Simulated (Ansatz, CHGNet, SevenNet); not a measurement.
## How the formation enthalpy of Ti3Al (P6₃/mmc, No. 194) moves with the method

No measured value is used here.

```
level (code)         value (eV/atom)
-------------------  ---------------
CHGNet 0.3.0                  -0.273
CHGNet-r²SCAN                 -0.318
SevenNet-l3i5                 -0.325
LDA (Ansatz)                  -0.293
PBE (Ansatz)                  -0.279
PBEsol (Ansatz)               -0.284
PBE-D3(BJ) (Ansatz)           -0.288
```

Each level is taken at its own relaxed cell. Ansatz's density-functional and Hartree–Fock values are scalar-relativistic unless marked +SOC, with PAW data made under PBE.

Machine-learned potentials (CHGNet 0.3.0, CHGNet-r²SCAN, SevenNet-l3i5) are trained on DFT data: a solid inside that data is no test of them.

Ansatz is an electronic-structure program.
